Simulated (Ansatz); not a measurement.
**Several settings converged on RuAl (Pm-3m, 2 atoms in the cell)**

```yaml
crystal:
  lattice:
    - [2.97505, 0.00000, 0.00000]
    - [0.00000, 2.97505, 0.00000]
    - [0.00000, 0.00000, 2.97505]
  atoms:
    - { symbol: Al, position: [0.50000, 0.50000, 0.50000] }
    - { symbol: Ru, position: [0.00000, 0.00000, 0.00000] }
```

Base method: PBE (plane waves, PAW; Ansatz, a first-principles code).

Base settings: basis.ecutwfc = 420 eV; kpoints.mp_grid.grid = 11 11 11; hamiltonian.xc = pbe; hamiltonian.pseudopotentials = {kind: paw} (the program's default PAW files); scf.occupations.method = fermi_dirac; scf.occupations.width = 0.1 eV.

Core times come from one kind of shared machine, to one figure; runs under 30 s give none.

**Zone-centre phonons against the cutoff**

In this ladder: phonons.method = dfpt.

The mesh stays at the base's, so the ladder's end is converged at best in this setting alone.

Frequencies are those of the unrelaxed cell, without the LO-TO term of polar crystals.

Only quantities that move along the ladder and can be compared are tabulated.

| basis.ecutwfc | highest zone-centre frequency (cm⁻¹) |
|---|---|
| 210 eV | 297.0 |
| 250 eV | 301.1 |
| 295 eV | 328.5 |
| 355 eV | 326.9 |
| 420 eV | 326.2 |
| 505 eV | 326.1 |
| 630 eV | 326.1 |

Coarsest basis.ecutwfc that holds the highest zone-centre frequency within 2 cm⁻¹ of the last step, with all finer ones: 355 eV; the step before is off by 2.4 cm⁻¹.

**The q mesh of the phonons**

In this ladder: kpoints.mp_grid.grid = 12 12 12; phonons.method = dfpt.

Only quantities that move along the ladder and can be compared are tabulated.

Thermal sums run over frequencies interpolated from this q mesh.

| phonons.qmesh | zero-point energy (meV/atom) | vibrational free energy at 300 K (meV/atom) | core time / last (rough) |
|---|---|---|---|
| 1 1 1 | 40.10 | 0.22 | – |
| 2 2 2 | 45.41 | 10.69 | 0.06 |
| 3 3 3 | 45.05 | 9.77 | 0.1 |
| 4 4 4 | 45.21 | 10.26 | 0.3 |
| 6 6 6 | 45.19 | 10.24 | 1 |

Coarsest phonons.qmesh that holds the vibrational free energy at 300 K within 2 meV/atom of the last step, with all finer ones: 2 2 2, at about 0.06 of the last step's time; the step before is off by 10 meV/atom.

Coarsest phonons.qmesh that holds the zero-point energy within 0.2 meV/atom of the last step, with all finer ones: 3 3 3, at about 0.1 of the last step's time; the step before is off by 0.22 meV/atom.

On the base run: the starting cell has typed, rounded lattice constants, without a prior relaxation at this level. Its lattice was rescaled by up to half a per cent. Spin polarisation is off. In the base run, with a pressure of about 7 GPa the cell is away from its equilibrium volume at this level.

Keys are those of Ansatz 0.2.
